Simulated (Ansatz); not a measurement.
Results of LDA+SOC (plane waves, PAW; Ansatz, a program for electronic structure) for hexagonal WC.

Numerical settings: plane-wave cutoff 520 eV, 18×18×16 k mesh (along the axes of the cell as run), Fermi–Dirac smearing 0.1 eV, perturbation theory, PAW data made under PBE.

Computed at the level's own relaxed cell.

```xyz
2
Lattice="2.8830 0.0000 0.0000 -1.4415 2.4967 0.0000 0.0000 0.0000 2.8112" Properties=species:S:1:pos:R:3 pbc="T T T"
W      0.0000     0.0000     0.0000
C      0.0000     1.6645     1.4056
```

Harmonic phonon frequencies (cm⁻¹; i marks an imaginary mode):

```
q point              frequencies
-------  -----------------------
Γ              0 0 0 601 631 631
M        173 193 271 616 657 709
K                            [?]
A        181 181 291 552 552 767
L        215 236 251 648 677 707
H        224 224 250 668 676 695
```

### Question
Some entries are withheld; supply them.

### Answer

- K, frequencies: 202 225 246 625 660 687

No imaginary mode appears at these points.
